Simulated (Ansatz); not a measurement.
Take Mg$_{3}$Sb$_{2}$ (space group P-3m1, No. 164; a = 4.5669 Å, c = 7.2470 Å) as the base.

Computed with r2SCAN (Ansatz, a first-principles code, PAW, no spin-orbit coupling).

Before the change:

The valence-band top at Γ comes out as 0.00, -0.41, -0.41 eV and the gap character is indirect, Γ → K. The smallest direct gap comes out as 1.78 eV. The hole mass is 0.085 mₑ along c, 1.1 mₑ across (at Γ).

It is then changed as follows: a negative pressure, −2 GPa.

### Question
What does the calculation give for the valence-band top at Γ, gap character, smallest direct gap and hole mass after the change?

### Answer
The valence-band top at Γ (three highest levels, from the VBM) changes from 0.00, -0.41, -0.41 eV to 0.00, -0.35, -0.35 eV; the gap character becomes indirect, Γ → k = (0, 0.417, 0.286) in the run's primitive reciprocal basis (base: indirect, Γ → K); the smallest direct gap falls by 0.20 eV (1.78 eV → 1.58 eV); the hole mass goes from 0.085 mₑ along c, 1.1 mₑ across (at Γ) to 0.080 mₑ along c, 1.3 mₑ across (at Γ).

With Sb present, leaving out spin-orbit coupling can change the band edges. Load acts through the strain it causes; cell and atoms are relaxed under it. Masses are band curvatures over ±0.01 Å⁻¹ around the edge. Stability against distortions was not tested.
